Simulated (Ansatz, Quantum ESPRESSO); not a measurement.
**SrSbPt (P-6m2, 3 atoms in the cell) computed with different codes at matched settings**

Self-consistent single point.

```yaml
crystal:
  lattice:
    - [4.50717, 0.00000, 0.00000]
    - [-2.25359, 3.90332, 0.00000]
    - [0.00000, 0.00000, 4.63998]
  atoms:
    - { symbol: Sr, position: [0.00000, 0.00000, 0.00000] }
    - { symbol: Sb, position: [0.66667, 0.33333, 0.50000] }
    - { symbol: Pt, position: [0.33333, 0.66667, 0.50000] }
```

Shared settings, as Ansatz (an electronic-structure program) writes them: kpoints.mp_grid.grid = 6 6 5; magnetization.spin_orbit = true; scf.occupations.method = gaussian; scf.occupations.width = 0.1 eV. Potentials and cutoffs stand in the table.

```json
[
 {"code": "Ansatz", "model": "LDA (PW92) with spin-orbit coupling, PAW files made with PBE", "pressure (GPa)": "-3.78", "cutoff": "420 eV"},
 {"code": "Quantum ESPRESSO", "model": "LDA (PZ), spin-orbit coupling, PseudoDojo fully relativistic norm-conserving (PBE) pseudopotentials", "pressure (GPa)": "-3.46", "cutoff": "85 Ry"}
]
```

The spread over the programs that give each value: pressure within 0.32 GPa.

Ansatz's pressure is given at a fixed set of plane waves, as the other plane-wave codes print theirs; with its correction for the finite basis it is -3.71 GPa. The same LDA comes in different parametrisations, which differ slightly.

The starting cell comes from a database of computed structures (which also holds hypothetical and non-ambient phases and stackings), without a prior relaxation at this level.

Left out of this page: Elk (with a known weakness of the program); FLEUR (not drawn, or without a comparable value).

Keys are those of Ansatz 0.2.
